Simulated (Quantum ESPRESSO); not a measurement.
Input and output of a self-consistent single point for FeNi3 (Pm-3m, 4 atoms in the cell) (Quantum ESPRESSO).

Level of theory: PBE, PSlibrary PAW (PBE) pseudopotentials (plane waves; Quantum ESPRESSO).

The change in words: opposed starting moments (4 -2 -2 2 μB); pseudopotentials: {Fe: Fe.pbe-n-kjpaw_psl.1.0.0.UPF, Ni: Ni.pbe-n-kjpaw_psl.1.0.0.UPF} → {Fe: Fe.pbe-n-kjpaw_psl.1.0.0.UPF, Ni1: Ni.pbe-n-kjpaw_psl.1.0.0.UPF, Ni2: Ni.pbe-n-kjpaw_psl.1.0.0.UPF}. Reference geometry:
```
CELL_PARAMETERS angstrom
      3.43003     0.00000     0.00000
      0.00000     3.43003     0.00000
      0.00000     0.00000     3.43003
ATOMIC_POSITIONS crystal
  Fe 0.00000 0.00000 0.00000
  Ni 0.00000 0.50000 0.50000
  Ni 0.50000 0.00000 0.50000
  Ni 0.50000 0.50000 0.00000
```
Moments meant for the start (each program seeds them in its own way; μB, in the order of the atoms Fe Ni Ni Ni): 4.0 2.0 2.0 2.0.

Reference input (self-consistent single point, DFT, PBE, plane waves, PSlibrary PAW (PBE) pseudopotentials): ecutwfc = 55 Ry; ecutrho = 330 Ry; occupations = smearing; smearing = cold; degauss = 0.0073499 Ry; nspin = 2; potentials = {Fe: Fe.pbe-n-kjpaw_psl.1.0.0.UPF, Ni: Ni.pbe-n-kjpaw_psl.1.0.0.UPF}; K_POINTS = automatic 11 11 11 1 1 1; conv_thr = 1e-10 Ry; mixing_beta = 0.4. This run's input differs from it in these lines:

```diff
@@ -12,3 +12,3 @@
  nat = 4
- ntyp = 2
+ ntyp = 3
  ecutwfc = 55
@@ -20,3 +20,4 @@
  starting_magnetization(1) = 0.500
- starting_magnetization(2) = 0.200
+ starting_magnetization(2) = -0.200
+ starting_magnetization(3) = 0.200
 /
@@ -28,8 +29,9 @@
 Fe    55.8450  Fe.pbe-n-kjpaw_psl.1.0.0.UPF
-Ni    58.6934  Ni.pbe-n-kjpaw_psl.1.0.0.UPF
+Ni1   58.6934  Ni.pbe-n-kjpaw_psl.1.0.0.UPF
+Ni2   58.6934  Ni.pbe-n-kjpaw_psl.1.0.0.UPF
 ATOMIC_POSITIONS {crystal}
 Fe    0.0000000000    0.0000000000    0.0000000000
-Ni    0.0000000000    0.5000000000    0.5000000000
-Ni    0.5000000000    0.0000000000    0.5000000000
-Ni    0.5000000000    0.5000000000    0.0000000000
+Ni1   0.0000000000    0.5000000000    0.5000000000
+Ni1   0.5000000000    0.0000000000    0.5000000000
+Ni2   0.5000000000    0.5000000000    0.0000000000
 K_POINTS {automatic}
```

Output, abridged:

```
     Self-consistent Calculation

     iteration #  1     ecut=    55.00 Ry     beta= 0.40

     total energy              =    -697.60408677 Ry
     estimated scf accuracy    <       2.34074355 Ry

     total magnetization       =     3.91 Bohr mag/cell
     absolute magnetization    =     4.46 Bohr mag/cell

     iteration #  2     ecut=    55.00 Ry     beta= 0.40

     total energy              =    -697.97744049 Ry
     estimated scf accuracy    <      22.58601462 Ry

     total magnetization       =    -1.60 Bohr mag/cell
     absolute magnetization    =     3.31 Bohr mag/cell

     iteration #  3     ecut=    55.00 Ry     beta= 0.40

   [... lines left out ...]

     iteration # 21     ecut=    55.00 Ry     beta= 0.40

     total energy              =    -698.88281185 Ry
     estimated scf accuracy    <          3.3E-10 Ry

     total magnetization       =     4.68 Bohr mag/cell
     absolute magnetization    =     5.11 Bohr mag/cell

     iteration # 22     ecut=    55.00 Ry     beta= 0.40

     Magnetic moment per site  (integrated on atomic sphere of radius R)
     atom   1 (R=0.292)  charge=  6.3875  magn=  2.7711
     atom   2 (R=0.292)  charge=  8.6946  magn=  0.6790
     atom   3 (R=0.292)  charge=  8.6946  magn=  0.6790
     atom   4 (R=0.292)  charge=  8.6946  magn=  0.6785
     End of self-consistent calculation

     Number of k-points >= 100: set verbosity='high' to print the bands.

     the Fermi energy is    15.4756 ev

!    total energy              =    -698.88281185 Ry
     estimated scf accuracy    <          4.4E-11 Ry
     smearing contrib. (-TS)   =      -0.00005015 Ry
     internal energy E=F+TS    =    -698.88276170 Ry

     total magnetization       =     4.68 Bohr mag/cell
     absolute magnetization    =     5.11 Bohr mag/cell

     convergence has been achieved in  22 iterations

     Forces acting on atoms (cartesian axes, Ry/au):

     atom    1 type  1   force =     0.00000000    0.00000000    0.00000000
   [... zero for the other atoms too ...]

     Total force =     0.000000     Total SCF correction =     0.000000

          total   stress  (Ry/bohr**3)                   (kbar)     P=      250.27
   0.00170121   0.00000000   0.00000000          250.26        0.00        0.00
   0.00000000   0.00170121   0.00000000            0.00      250.26        0.00
   0.00000000   0.00000000   0.00170153            0.00        0.00      250.30

   JOB DONE.
```

The run converged in 22 iterations. Against the reference run the pressure stays at 25.03 GPa and the size of the net moment stays at 1.17 μB/atom.

The starting cell comes from a database of computed structures (which also holds hypothetical and non-ambient phases and stackings), without a prior relaxation at this level. Its lattice was rescaled by a random factor within 2.5 % of one. The magnetic order is the one reached from the typed start; others were not searched systematically. With a pressure of about 25 GPa the cell is away from its equilibrium volume at this level.

Cost on one core of a shared machine: roughly 4 min.
